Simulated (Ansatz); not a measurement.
**Surface dipole against coverage: Na on fcc Cu (100)**

One Na atom in each cell of a four-layer slab of fcc Cu (100), started at a fourfold hollow site; the adatom and the upper two layers relax, with a dipole correction. Δφ is the change of the top face's work function against the clean slab's 4.55 eV. By the Helmholtz relation an adatom's dipole is μ = |Δφ|/(0.377 eV × n) in debye, for n adatoms per nm². In Topping's model neighbouring dipoles depolarise each other, so that 1/μ = (1 + 9α·n^(3/2))/μ0 is a line in x = n^(3/2). All values below come from PBE (plane waves to 420 eV, PAW; Ansatz, an electronic-structure program). All cells sample the k points of the 1×1 cell's 12×12×1 mesh, with Fermi-Dirac smearing of 0.1 eV (energies taken to zero smearing), without spin polarisation or spin-orbit coupling.

| cell | x (nm⁻³) | 1/μ (1/D) | n (nm⁻²) | Δφ (eV) |
|---|---|---|---|---|
| 4×3 | 1.41 | 0.321 | 1.26 | -1.48 |
| 3×3 | 2.20 | 0.344 | 1.69 | -1.85 |
| 4×2 | 2.62 | 0.377 | 1.90 | -1.90 |
| 3×2 | 4.02 | 0.420 | 2.53 | -2.27 |
| 2×2 | 7.38 | ? | 3.79 | ? |

### Question
Using a straight line, estimate the missing 1/μ at x = 7.38 from the other rows, showing the fit.

### Answer
With u = x - 2.6, the rows have u = -1.1900, -0.4000, 0.0200, 1.4200. Means: u -0.037500, 1/μ 0.3655. About the means, the sum of products is 0.13917 and the sum of squares of u is 3.5873; the slope is their ratio. Least squares gives 1/μ = 0.3670 + 0.03880·u. Residuals (row less fit): 0.0002, -0.0075, 0.0092, -0.0021; standard error 0.0085 (degrees of freedom: 2). At x = 0 the line gives 1/μ0 = 0.266, so a lone adatom carries about 3.8 D, its positive end outward; slope over intercept is 9α, which puts α at roughly 16 Å³, a figure that hangs on Δφ's last digit. At the withheld row, u = 4.7800, so 1/μ = 0.3670 + 0.03880 × 4.7800 = 0.5525 1/D. The calculation gives 0.558 1/D, 0.0055 1/D above the prediction (2.3 % of the range of 1/μ in the table). The row lies outside the fitted rows, so this is an extrapolation.

The model takes a square or triangular net of point dipoles; the 4×2, 3×2 and 4×3 nets are stretched, and dense layers bond among themselves. Only series are tabulated where Δφ keeps its sign and exceeds 0.12 eV, and the fitted rows scatter about the line by under a tenth of the table's range (standard error).

As a change of work function, the prediction is 0.377 × 3.79/0.552 = 2.59 eV in size, against 2.56 eV from the run.

Each row is one calculation, so residuals can be the form's limits or numerical noise.
